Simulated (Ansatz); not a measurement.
Ansatz (a quantum-chemistry and plane-wave program) run on CuAgO2 (C2/m, 4 atoms in the cell): self-consistent single point.

Level of theory: PBEsol, PAW files made with PBE (plane waves; Ansatz).

```
CuAgO2
1.0
    3.21278    -1.38405     0.00000
    3.21278     1.38405     0.00000
   -2.32104     0.00000     5.41639
Cu Ag O
1 1 2
Direct
  0.50000   0.50000   0.50000
  0.00000   0.00000   0.00000
  0.87545   0.87545   0.28377
  0.12455   0.12455   0.71623
```

Reference input (self-consistent single point, DFT, LDA (PW92), plane waves, PAW files made with PBE): basis.ecutwfc = 420 eV; kpoints.mp_grid.grid = 10 10 5; hamiltonian.xc = lda; hamiltonian.pseudopotentials = {kind: paw} (the program's default PAW files); scf.occupations.method = fermi_dirac; scf.occupations.width = 0.1 eV. This run's input differs from it in these lines:

Ansatz 0.2 input:
```diff
@@ -16,3 +16,3 @@
 hamiltonian:
-  xc: lda
+  xc: pbesol
   pseudopotentials:
```

Output (repeated stretches shortened):

```
SCF iter   1: F=—  HF=-15230.311455 eV  |F-HF|=—  |Δ(HF+E_count)|=         —  Δρ=1.52e-1  dr2=8.41e0  ethr=3.10e-3  ⟨swp⟩=5.0  Hψ=14657  notcnv=0
all-band conjugate gradients solve this SCF's bands
preconditioner: auto → Resta (q_TF=auto, 2.745 Å⁻¹)
SCF iter   2: F=—  HF=-15229.300783 eV  |F-HF|=—  |Δ(HF+E_count)|=    1.01e0  Δρ=3.90e-2  dr2=9.02e-1  ethr=3.10e-3  ⟨swp⟩=2.1  Hψ=8157  notcnv=0
   [... lines left out ...]
SCF iter   8: F=—  HF=-15229.137615 eV  |F-HF|=—  |Δ(HF+E_count)|=   6.13e-5  Δρ=3.64e-4  dr2=7.43e-5  ethr=1.21e-6  ⟨swp⟩=2.0  Hψ=6142  notcnv=0
SCF iter   9: F=—  HF=-15229.137608 eV  |F-HF|=—  |Δ(HF+E_count)|=   7.24e-6  Δρ=1.64e-4  dr2=1.53e-5  ethr=1.49e-7  ⟨swp⟩=2.7  Hψ=7002  notcnv=0
SCF iter  10: F=—  HF=-15229.137606 eV  |F-HF|=—  |Δ(HF+E_count)|=   2.44e-6  Δρ=3.22e-5  dr2=6.67e-7  ethr=3.06e-8  ⟨swp⟩=2.0  Hψ=6629  notcnv=0
SCF iter  11: F=-15229.137606 eV  HF=-15229.137606 eV  |F-HF|=1.07e-8  |Δ(HF+E_count)|=   3.12e-8  Δρ=9.57e-6  dr2=4.40e-8  ethr=2.00e-10  ⟨swp⟩=3.1  Hψ=16318  notcnv=0
SCF 1 converged in 11 iterations: F = -15229.137606 eV  dr2 = 4.40e-8
Free energy (F): -15229.137606 eV
Internal energy: -15229.091060 eV  (E = F + TS)
E sigma→0 (E₀):  -15229.114333 eV
Entropy (-TS):   -0.046546 eV (-11.636 meV/atom)
Fermi energy:    11.264112 eV
--- Forces (eV/Å), atoms counted from 1 ---
  atom   1  Cu     0.00000000     0.00000000     0.00000000
  atom   2  Ag     0.00000000     0.00000000     0.00000000
  atom   3  O     -0.06890536     0.00000000    -0.42505420
  atom   4  O      0.06890536    -0.00000000     0.42505420
--- Stress (GPa, compression-positive) ---
       -0.363400       0.000000       1.206731
        0.000000       3.702539       0.000000
        1.206684       0.000000       2.648692
  P = ⅓ Tr σ = 1.9959 GPa (19.959 kbar)
  The stress holds the Pulay correction. Without it, at fixed plane waves, as pw.x and ABINIT print it: P = 1.6019 GPa
```

The run converged in 11 iterations. Against the reference run the pressure goes from -4.10 to 2.00 GPa and the largest force goes from 0.303 to 0.431 eV/Å.

The starting cell comes from a database of computed structures (which also holds hypothetical and non-ambient phases and stackings), without a prior relaxation at this level. Its lattice was rescaled by a random factor within 2.5 % of one. Spin polarisation is off, so a magnetic state, if there is one, cannot be reached. Ansatz's pressure includes its estimate of the finite-basis (Pulay) stress. The run gives no clean gap (levels at the Fermi energy touch, overlap or are partly filled at this smearing), which alone does not show that the compound is a metal.
